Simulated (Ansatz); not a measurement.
Data:

```
CELL_PARAMETERS angstrom
      0.00000     2.76857     2.76857
      2.76857     0.00000     2.76857
      2.76857     2.76857     0.00000
ATOMIC_POSITIONS crystal
  Si 0.00000 0.00000 0.00000
  Si 0.25000 0.25000 0.25000
```

No spin polarisation.

The values are results of LDA in Ansatz (plane waves to 420 eV, PAW, without spin-orbit coupling), not measurements. Γ-centred 11×11×11 mesh, Fermi–Dirac width 0.05 eV.

Problem. Predict the pressure, gap character, width of the top valence band and space group.

Solution. Pressure: -6.10 GPa
Gap character: indirect, Γ → Γ–X (87 % along)
Width of the top valence band: 3.64 eV
Space group: Fd-3m (No. 227)

The cells carry an imposed strain or load. Stability against distortions was not tested. The cell was made from Si in the diamond structure (space group Fd-3m, No. 227) by this change: isotropic strain +2.50 %.

Ansatz is an electronic-structure program.
